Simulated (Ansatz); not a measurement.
# Ru, response to strain

Consider Ru in the hcp (Mg type) structure (space group P6_3/mmc, No. 194; relaxed with 0.1 eV smearing).

```yaml
crystal:
  lattice:
    - [2.67558, 0.00000, 0.00000]
    - [-1.33779, 2.31712, 0.00000]
    - [0.00000, 0.00000, 4.22371]
  atoms:
    - { symbol: Ru, position: [0.66667, 0.33333, 0.75000] }
    - { symbol: Ru, position: [0.33333, 0.66667, 0.25000] }
```

Cartesian axes are those of the cell as printed.

Strains are applied to the cell and any free atomic positions relax; under biaxial strain the out-of-plane vector relaxes too.

Level of theory: Ansatz (a first-principles code) LDA, scalar-relativistic without spin-orbit coupling.

```tsv
biaxial strain, plane normal [001], relaxed out of plane (%)	out-of-plane strain (%)
0	0.00
0.5	?
1	-0.55
1.5	-0.82
2	-1.10
2.5	-1.38
3	-1.66
```

Question: Fit ε⊥ = −νε + γε² (strains in %) to the rows shown and predict the withheld row.

Answer: Least squares on the printed values gives ν = 0.54 (the biaxial Poisson response) and γ = -0.003 (largest residual 0.00 %); this predicts -0.27 %, and the run gives -0.27 %, in agreement.

No phonon test of stability was made. All final runs are without spin polarisation.
